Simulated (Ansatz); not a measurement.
Start from VBiO₄ (space group I4_1/a, No. 88; a = 5.166 Å, c = 11.779 Å).

Calculations: PBE (Ansatz, a first-principles code; PAW; 420 eV plane waves; no SOC), earlier PAW set.

For the base:

- Shortest interatomic distance = 1.736 Å

One thing is altered: a hydrostatic pressure of 30 GPa.

### Question
Estimate the effect on the shortest interatomic distance.

### Answer
The shortest interatomic distance falls by 0.032 Å, from 1.736 Å to 1.704 Å.

Load acts through the strain it causes; cell and atoms are relaxed under it. No phonon test of stability was made. Competing high-pressure phases were not computed. Starting moments died away, wholly or in part, for the base; another magnetic solution may exist. All final runs are without spin polarisation.
